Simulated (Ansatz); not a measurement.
The structure below was relaxed with PBE (Ansatz, a program for electronic structure; PAW; 420 eV plane waves; no spin-orbit coupling), at pressure 30 GPa.

Space group Fm-3m (No. 225); a = b = c = 4.508 Å, α = β = γ = 90.00°

| atom | site | symmetry | x | y | z |
|---|---|---|---|---|---|
| Cl | 4a | m-3m | 0.0000 | 0.0000 | 0.0000 |
| Li | 4b | m-3m | 0.5000 | 0.5000 | 0.5000 |

**Question.** Write out a cell with all atoms.

**Answer.** 
```
LiCl
1.0
    4.50765     0.00000     0.00000
    0.00000     4.50765     0.00000
    0.00000     0.00000     4.50765
Cl Li
4 4
Cartesian
  0.00000   0.00000   0.00000
  0.00000   2.25383   2.25383
  2.25383   0.00000   2.25383
  2.25383   2.25383   0.00000
  2.25383   0.00000   0.00000
  2.25383   2.25383   2.25383
  0.00000   0.00000   2.25383
  0.00000   2.25383   0.00000
```
This is the conventional cell.

Load acts through the strain it causes; cell and atoms are relaxed under it. No phonon test of stability was made. Competing high-pressure phases were not computed. The cell was made from LiCl in the rock salt structure (space group Fm-3m, No. 225) by this change: pressure 30 GPa.
